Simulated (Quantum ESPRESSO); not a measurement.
A user runs Quantum ESPRESSO on ZrAlIr (Amm2, 12 atoms in the cell) and asks whether the run is sound. The aim is a self-consistent single point with DFT, PBEsol, plane waves, PseudoDojo standard norm-conserving (PBESOL) pseudopotentials.

Cell that was meant: a = 8.2901 Å, b = 5.3486 Å, c = 5.3486 Å, α = 60.55°, β = 90.00°, γ = 90.00°.

Part of the input:

```fortran
/
&SYSTEM
  ibrav = 0
  celldm(1) = 8.290069772
  nat = 12
  ntyp = 3
  ecutwfc = 70
[...]
2 4 4  1 1 1
CELL_PARAMETERS {alat}
   1.000000000     0.000000000     0.000000000
   0.000000000     0.325273609     0.557190746
   0.000000000    -0.325273609     0.557190746
```

Output, abridged:

```
     Message from routine setup:
     using ibrav=0 with symmetry is DISCOURAGED, use correct ibrav instead
     G-vector sticks info
   [... lines left out ...]
        k(    3) = (   0.2500000   0.7685837  -0.2243397), wk =   0.5000000
        k(    4) = (   0.2500000   0.3842919   0.0000000), wk =   0.2500000
        k(    5) = (   0.2500000   0.0000000   0.6730191), wk =   0.2500000
        k(    6) = (   0.2500000   1.1528756   0.0000000), wk =   0.2500000

     Dense  grid:    16315 G-vectors     FFT dimensions: (  45,  30,  30)

     Initial potential from superposition of free atoms

     starting charge     127.9814, renormalised to     128.0000
     Self-consistent Calculation

     iteration #  1     ecut=    70.00 Ry     beta= 0.70

     Threshold (ethr) on eigenvalues was too large:
     Diagonalizing with lowered threshold

     total energy              =   -1226.19194610 Ry
     estimated scf accuracy    <       1.00764092 Ry

     iteration #  2     ecut=    70.00 Ry     beta= 0.70

     total energy              =   -1225.81331052 Ry
     estimated scf accuracy    <       2.38710685 Ry

     iteration #  3     ecut=    70.00 Ry     beta= 0.70

     total energy              =   -1226.28955600 Ry
     estimated scf accuracy    <       0.68458219 Ry

   [... 6 blocks of this kind left out ...]

     iteration # 10     ecut=    70.00 Ry     beta= 0.70

     total energy              =   -1226.38579595 Ry
     estimated scf accuracy    <          6.5E-10 Ry

     iteration # 11     ecut=    70.00 Ry     beta= 0.70
     End of self-consistent calculation

     the Fermi energy is   109.4992 ev

!    total energy              =   -1226.38579595 Ry
     estimated scf accuracy    <          7.8E-11 Ry
     smearing contrib. (-TS)   =      -0.00069346 Ry
     internal energy E=F+TS    =   -1226.38510249 Ry

     convergence has been achieved in  11 iterations

     Forces acting on atoms (cartesian axes, Ry/au):

     atom    1 type  1   force =     8.30207161    0.00000000   -0.00867605
     atom    2 type  1   force =    -8.30207161    0.00000000   -0.00867605
     atom    3 type  1   force =     5.39324709    0.00000000   -1.59408201
     atom    4 type  1   force =    -5.39324709    0.00000000   -1.59408201
   [... lines left out ...]

     Total force =    15.370627     Total SCF correction =     0.000097

          total   stress  (Ry/bohr**3)                   (kbar)     P=   150883.26
   0.98172095  -0.00000000  -0.00000000       144416.14       -0.00       -0.00
  -0.00000000   1.04683119   0.00000000           -0.00   153994.19        0.00
  -0.00000000  -0.00000000   1.04849854           -0.00       -0.00   154239.46

   JOB DONE.
```

Q: Can these results be used? Check the input.

A: The run is not sound. The fault is this: cell lengths typed in angstrom where bohr is read. Bohr and ångström differ by a factor of 1.89; the cell that the program reads is then far too large or far too small. To fix it, give the lengths in the unit that the key or card expects. The run converged in 11 iterations without an error; against the sound input the free energy goes up by 132 eV/atom, the pressure goes from -6.33 to 15090 GPa and the largest force goes from 0.267 to 213.5 eV/Å.

An input that runs soundly differs in these lines (not the only fix; some lines may just follow from the change or write a value another way):
```diff
-  celldm(1) = 8.290069772
+  celldm(1) = 15.665961854
-   0.000000000     0.325273609     0.557190746
-   0.000000000    -0.325273609     0.557190746
+   0.000000000     0.325273490     0.557190711
+   0.000000000    -0.325273490     0.557190711
```

With that input, the run converged in 20 iterations: free energy E − TS -18272.1613 eV; Fermi level (on the code's own zero) 15.50 eV; pressure -6.33 GPa; largest force (vector length) 0.267 eV/Å (DFT, PBEsol, plane waves, PseudoDojo standard norm-conserving (PBESOL) pseudopotentials).

On the sound input: the starting cell comes from a database of computed structures (which also holds hypothetical and non-ambient phases and stackings), without a prior relaxation at this level. Spin polarisation is off. With a pressure of about -6 GPa the cell is away from its equilibrium volume at this level. Without a gap this mesh is coarse (it stands for a supercell whose shortest vector is 17 Å).
